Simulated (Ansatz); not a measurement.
System: fluorite HfO2 (high-temperature phase). Method: Hartree–Fock (Ansatz, a program for electronic structure, PAW).

Numerical settings: plane-wave cutoff 520 eV, 8×8×8 k mesh, scalar-relativistic PAW data made under PBE.

Cell (relaxed at this level):

```
HfO2
1.0
    0.00000     2.54549     2.54549
    2.54549     0.00000     2.54549
    2.54549     2.54549     0.00000
Hf O
1 2
Direct
  0.00000   0.00000   0.00000
  0.25000   0.25000   0.25000
  0.75000   0.75000   0.75000
```

### Question
Give the computed elastic constant C12, Poisson ratio, elastic constant C11 and elastic constant C44.

### Answer

- elastic constant C12: 102 GPa
- Poisson ratio: 0.279
- elastic constant C11: 651 GPa
- elastic constant C44: 94.8 GPa

Note: symmetry holds this phase in the static calculation, where it need not be a minimum; held by symmetry at 0 K, a high-temperature phase can be a saddle point.

Elastic constants are with the ions relaxed.

Spin–orbit coupling is not included.
